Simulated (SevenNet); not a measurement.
**NiAs-type NiSb**

Level of theory: the machine-learned potential SevenNet-0 (trained on PBE and PBE+U data).

Cell: relaxed at this level.

```json
{
 "lattice_parameter_a": "3.976 Å",
 "c axis length": "5.126 Å"
}
```

Measured, for comparison: lattice constant a 3.946 Å, lattice parameter c 5.148 Å (temperature not stated, not corrected to a static lattice; as tabulated in Wikipedia's data pages). Computed (rounded) less measured: lattice constant a +0.8 %, lattice parameter c -0.4 %. A static lattice is as a rule a little smaller and stiffer than an uncorrected measurement, which narrows the difference in the lattice parameter c and would widen misses of the other sign.

A machine-learned potential is trained on density-functional data: it inherits that level's misses and adds fitting errors of its own.
